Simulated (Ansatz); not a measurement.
Here is the system:

```yaml
crystal:
  lattice:
    - [0.00000, 2.94481, 2.50387]
    - [2.94481, 0.00000, 2.50387]
    - [2.94481, 2.94481, 0.00000]
  atoms:
    - { symbol: Zn, position: [0.00000, 0.00000, 0.00000] }
    - { symbol: Se, position: [0.25000, 0.25000, 0.25000] }
```

Method: r2SCAN with spin-orbit coupling, rigid bands (plane waves, PAW; Ansatz, a program for electronic structure). Condition of this run: uniaxial stress along [001] of 4 GPa (compression positive) (the target of the relaxation). Geometry: cell and atoms relaxed with PBEsol, then loaded as said.

Problem. What conductivity effective mass do dilute holes have at 300 K?

Solution. 0.64 (x), 0.64 (y), 0.23 (z) mₑ.

Problem. Predict the electron conductivity mass (n e² τ/σ) at 300 K, by direction if it differs.

Solution. 0.135 mₑ.

Problem. And the band gap?

Solution. 1.66 eV at this level; semilocal functionals usually fall short of the measured gap.

Rigid bands, one relaxation time for all states, no polarons. Geometry: cell and atoms relaxed with PBEsol.
